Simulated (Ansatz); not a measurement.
# A self-consistent single point of HfTc (Pm-3m, 2 atoms in the cell) with Ansatz

Level of theory: LDA (PW92), default PAW files made with PBE (plane waves; Ansatz, a quantum-chemistry and plane-wave program).

This input was run:

Ansatz 0.2 input:
```yaml
crystal:
  lattice:
    - [3.231133, 0.000000, 0.000000]
    - [0.000000, 3.231133, 0.000000]
    - [0.000000, 0.000000, 3.231133]
  atoms:
    - { symbol: Hf, position: [0.000000, 0.000000, 0.000000] }
    - { symbol: Tc, position: [0.500000, 0.500000, 0.500000] }
basis:
  ecutwfc: 500.0
kpoints:
  mp_grid: { grid: [10, 10, 10] }
hamiltonian:
  xc: lda
  pseudopotentials: { kind: paw }
scf:
  occupations: { method: gaussian, width: 0.1 }
output:
  forces: true
  eigenvalues: true
  stress: true
```

The program printed (abridged):

```
WARN ansatz: RAYON_NUM_THREADS=1 ignored (pool sized by the plan → 1); use --threads N
Pseudopotentials: kind: paw
Pseudopotential: Hf, paw, valence charge 26
Pseudopotential: Tc, paw, valence charge 15
Crystal: 2 atoms, lattice volume = 33.734 Å³
Basis set: ecut = 500 eV, 847 PW (Γ)
Bands: 25, of which v1, the nominal top of the filled ones, is band 21 counted from 1 (20 counted from 0)
Symmetry: 48 space group operations
Space group: Pm-3m (ITA 221), of the structure as read, at distance tolerance 3.2e-5 Å
k-points: 56 of 1000
PAW frozen core: Hf, regenerated for the run's functional, and the local potential with it
PAW frozen core: Tc, regenerated for the run's functional, and the local potential with it
Initial density: superposition of atomic densities (chi_scale 0.1, normalization cell, long waves kept (reshape's long-wave potential 0.00 eV rms))
Initial wavefunctions: pseudopotential atomic-orbital guess
Eigensolver: davidson
Functional: x = slater, c = lda
SCF iter   1: F=—  HF=-20759.748517 eV  |F-HF|=—  |Δ(HF+E_count)|=         —  Δρ=9.47e-2  dr2=4.17e0  ethr=3.10e-3  ⟨swp⟩=4.6  Hψ=4912  notcnv=0
all-band conjugate gradients solve this SCF's bands
preconditioner: auto → Kerker (q_TF=auto, 2.818 Å⁻¹)
SCF iter   2: F=—  HF=-20759.193066 eV  |F-HF|=—  |Δ(HF+E_count)|=   5.55e-1  Δρ=4.65e-2  dr2=9.15e-1  ethr=3.10e-3  ⟨swp⟩=2.0  Hψ=2076  notcnv=0  defer=9
SCF iter   3: F=—  HF=-20759.048544 eV  |F-HF|=—  |Δ(HF+E_count)|=   1.45e-1  Δρ=5.94e-3  dr2=7.75e-3  ethr=2.23e-3  ⟨swp⟩=2.0  Hψ=1910  notcnv=0  defer=9
SCF iter   4: F=—  HF=-20759.045179 eV  |F-HF|=—  |Δ(HF+E_count)|=   3.37e-3  Δρ=3.30e-3  dr2=2.63e-3  ethr=1.89e-5  ⟨swp⟩=2.0  Hψ=2745  notcnv=0  defer=4
SCF iter   5: F=—  HF=-20759.043897 eV  |F-HF|=—  |Δ(HF+E_count)|=   1.28e-3  Δρ=1.39e-3  dr2=4.51e-4  ethr=6.41e-6  ⟨swp⟩=2.1  Hψ=2044  notcnv=0  defer=4
SCF iter   6: F=—  HF=-20759.043765 eV  |F-HF|=—  |Δ(HF+E_count)|=   1.32e-4  Δρ=3.38e-4  dr2=6.89e-5  ethr=1.10e-6  ⟨swp⟩=2.1  Hψ=2205  notcnv=0  defer=4
SCF iter   7: F=—  HF=-20759.043768 eV  |F-HF|=—  |Δ(HF+E_count)|=   2.66e-6  Δρ=7.82e-5  dr2=3.05e-6  ethr=1.68e-7  ⟨swp⟩=2.1  Hψ=1788  notcnv=0  defer=4
SCF iter   8: F=—  HF=-20759.043766 eV  |F-HF|=—  |Δ(HF+E_count)|=   1.24e-6  Δρ=2.92e-5  dr2=3.05e-7  ethr=7.43e-9  ⟨swp⟩=2.0  Hψ=2354  notcnv=0  defer=4
SCF iter   9: F=-20759.043766 eV  HF=-20759.043766 eV  |F-HF|=4.97e-9  |Δ(HF+E_count)|=   3.66e-8  Δρ=3.65e-6  dr2=5.01e-9  ethr=2.44e-10  ⟨swp⟩=4.5  Hψ=5139  notcnv=0
SCF 1 converged in 9 iterations: F = -20759.043766 eV  dr2 = 5.01e-9
SCF converged after 9 iterations
Free energy (F): -20759.043766 eV
Harris-Foulkes:  -20759.043766 eV  (|F-HF|=4.97e-9)
Internal energy: -20759.032837 eV  (E = F + TS)
E sigma→0 (E₀):  -20759.038302 eV
Entropy (-TS):   -0.010929 eV (-5.464 meV/atom)
Fermi energy:    21.930285 eV
--- Per-component energies (eV) ---
  E_band       = 65.207937
  E_kinetic    = 1053.194423
  E_local      = -6023.449860  (includes V_loc(G=0)·N_el)
  E_nonlocal   = -939.053274
  E_hartree    = 2625.588953
  E_xc         = -537.040645
  E_vxc        = -562.920409  (∫ρ·V_xc dr)
  E_paw        = -9851.089251  (= ΣΔE_a)
  E_vpaw       = 1286.259331  (= ΣTr[D̂ρ^β])
  E_aug_tail   = 0.000004  (compensation charges beyond the density's cutoff)
  E_ewald      = -7090.152150
  E_core_change = 2.968964  (= ΣΔE_core)
  E_smearing   = -0.010929  (= −TS)
  E_closure    = -0.000000  (closes the sum)
  Σ components = -20759.043766   (vs F -20759.043766, Δ=0.00e0)
--- Forces (eV/Å), atoms counted from 1 ---
  atom   1  Hf     0.00000000     0.00000000     0.00000000
  atom   2  Tc     0.00000000    -0.00000000     0.00000000
  max |Σ_I F_I| component: 4.84e-29 eV/Å
--- Stress (GPa, compression-positive) ---
       -5.867087       0.000000      -0.000000
        0.000000      -5.867087       0.000000
       -0.000000       0.000000      -5.867087
  P = ⅓ Tr σ = -5.8671 GPa (-58.671 kbar)
  The stress holds the Pulay correction. Without it, at fixed plane waves, as pw.x and ABINIT print it: P = -5.9106 GPa
--- Band table (eV; the first three rows and the last of 56) ---
  k-point 0: bands = ["-43.8404", "-38.9589", "-15.9443", "-15.9443", "-15.9443", "-7.5168", "-7.5168", "-7.5168", "11.0402", "11.0402", "11.0402", "11.0522", "11.0522", "11.0522", "11.0655", "14.8901", "17.8386", "17.8386", "21.6433", "21.6433", [...]
  k-point 1: bands = ["-43.8392", "-38.9579", "-15.9559", "-15.9420", "-15.9420", "-7.5586", "-7.5173", "-7.5173", "11.0375", "11.0414", "11.0414", "11.0478", "11.0528", "11.0528", "11.0638", "15.1155", "17.9511", "18.0144", "21.6172", "21.6172", [...]
  k-point 2: bands = ["-43.8361", "-38.9553", "-15.9859", "-15.9359", "-15.9359", "-7.6665", "-7.5184", "-7.5184", "11.0307", "11.0367", "11.0424", "11.0424", "11.0564", "11.0564", "11.0595", "15.7572", "18.2812", "18.4762", "21.5635", "21.5635", [...]
  k-point 55: bands = ["-43.8097", "-38.9144", "-16.0431", "-16.0431", "-16.0431", "-7.8614", "-7.8614", "-7.8614", "11.0339", "11.0339", "11.0339", "11.0400", "11.0688", "11.0688", "11.0688", "20.1281", "20.1281", "20.1281", "21.0336", "21.0336", [...]
```

The run converged in 9 iterations.

The starting cell comes from a database of computed structures (which also holds hypothetical and non-ambient phases and stackings), without a prior relaxation at this level. Its lattice was rescaled by up to half a per cent. Spin-orbit coupling is off. Spin polarisation is off. With a pressure of about -6 GPa the cell is away from its equilibrium volume at this level. Ansatz's pressure includes its estimate of the finite-basis (Pulay) stress.
